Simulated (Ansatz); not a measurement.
The starting structures come from a database of crystals and need not be the phases stable at ambient conditions.

 Where the default PAW files enter, the runs use the earlier of Ansatz's two default sets.

Data:

```
BeTe
1.0
    3.99664     0.00000     0.00000
   -1.99832     3.46119     0.00000
    0.00000     0.00000     6.58677
Be Te
2 2
Cartesian
  1.99832   1.15373   3.29622
  0.00000   2.30746   0.00283
  1.99832   1.15373   5.76059
  0.00000   2.30746   2.46721
```

Space group of this cell: P6_3mc, wurtzite. The cell is taken as given.

Method: r2SCAN (plane waves, PAW; Ansatz, a first-principles code).

The current runs along the normal of the first two printed vectors; no spin-orbit coupling. Scaled by the factor s: all lengths (ions clamped). Meshes 12×12×6 and 12×12 across the current in all rows.

| s | mean pressure (GPa) | band gap (eV) |
|---|---|---|
| 0.98 | 3.6 | 2.47 |
| 1.00 | -0.4 | 2.59 |
| 1.02 | -3.4 | ? |

**Question.** Take the slope of the band gap against ln s from the two given rows, extrapolate to s = 1.02, and say what the run there gives.

**Answer.** Slope = (2.47 − 2.59) / ln 0.98 = 5.94 eV. The line gives 2.59 + (5.94) × ln 1.02 = 2.71 eV. The run gives 2.68 eV, 0.03 eV under the line, 23 % of the predicted step.
